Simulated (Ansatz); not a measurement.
For SnO (model structure, started from the h-BN type, P6₃/mmc, No. 194, 4 atoms in the cell), PBE (plane waves, PAW; Ansatz, a program for electronic structure) gives:

* **equilibrium lattice constant a**: 4.169 Å
* **lattice parameter c**: 5.238 Å
* **formation enthalpy**: -0.825 eV/atom

What does PBE-D3(BJ) in Ansatz (PAW) give for the same quantities?


- lattice constant a: 4.140 Å (falls by 0.7 %)
- lattice parameter c: 5.191 Å (shrinks by 0.9 %)
- formation enthalpy: -0.842 eV/atom (moves by -0.017 eV/atom)

Changes are worked out from the printed values.

Unless a cell is named, each level is at its own relaxed cell (PBE 19.71, PBE-D3(BJ) 19.26 Å³/atom).

Levels without +SOC leave out spin–orbit coupling, which shifts energies and cells of such heavy elements.

Caveats: a distance lies near a switch of the dispersion term, which can move the cell (PBE-D3(BJ)). Ansatz's density-functional and Hartree–Fock values are scalar-relativistic unless marked +SOC, with PAW data made under PBE.

A model structure was made by putting elements into a prototype or built by hand; it is no filed structure, need not be a known phase, and can be a saddle point held by its symmetry.
